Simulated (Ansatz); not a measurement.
Take NiSi$_{2}$ (space group Fm-3m, No. 225; a = 5.387 Å; non-magnetic) as the base.

Level of theory: r2SCAN/PAW in Ansatz (a program for electronic structure), scalar-relativistic without spin-orbit coupling.

For the base:

| Property | Result |
|---|---|
| Band gap | zero |
| Lattice parameter a | 5.387 Å |

Perturbation: hydrostatic tension (pressure −1 GPa).

Predict the new band gap.

The band gap stays zero.

Estimate the effect on the lattice parameter a.

The lattice parameter a increases by 0.011 Å, from 5.387 Å to 5.398 Å.

Load acts through the strain it causes; cell and atoms are relaxed under it. Stability against distortions was not tested. Seeded moments were not kept for the base. The final runs are not spin-polarised.
